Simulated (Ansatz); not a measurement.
The reference is PbTe in the rock salt structure (space group Fm-3m, No. 225; a = 6.5342 Å).

Structures relaxed with r2SCAN (Ansatz, a program for electronic structure), no SOC.

Base:

Simulated powder pattern, Cu Kα1, λ = 1.54056 Å (kinematic, ideal powder, no thermal factors, no anomalous dispersion; the 14 strongest lines at most, above 2 %, up to 2θ = 90°):

```
2θ (°)  I/Imax (%)    hkl
------  ----------  -----
23.56           11  (111)
27.27          100  (200)
38.95           79  (220)
46.03          6.5  (311)
48.20           29  (222)
56.27           14  (400)
61.84          2.9  (331)
63.63           38  (420)
70.55           28  (422)
75.55          2.3  (511)
83.65          9.1  (440)
88.44          2.5  (531)
```

After one change:

Simulated powder pattern, Cu Kα1, λ = 1.54056 Å (kinematic, ideal powder, no thermal factors, no anomalous dispersion; the 14 strongest lines at most, above 2 %, up to 2θ = 90°):

| 2θ (°) | I/Imax (%) |
|---|---|
| 24.45 | 14 |
| 24.66 | 29 |
| 24.85 | 12 |
| 28.50 | 53 |
| 28.56 | 100 |
| 40.54 | 40 |
| 40.83 | 16 |
| 40.85 | 21 |
| 41.04 | 36 |
| 50.11 | 9.3 |
| 50.56 | 22 |
| 59.12 | 11 |
| 66.46 | 9.4 |
| 66.97 | 9.1 |

Name the change that was made.
A) x(S) = 0.25, 8 atoms, C2/m
B) x(S) = 0.25, 8 atoms, Pm-3m
C) x(S) = 0.75, 8 atoms, C2/m
D) x(S) = 0.5, 8 atoms, C2/m

D, x(S) = 0.5, 8 atoms, C2/m. Its volume per atom is 30.52 Å³ against 34.87 Å³, and its space group is C2/m (No. 12).

These are small ordered cells, not random alloys; other orderings at the same x differ. Whether these cells are dynamically stable was not tested.
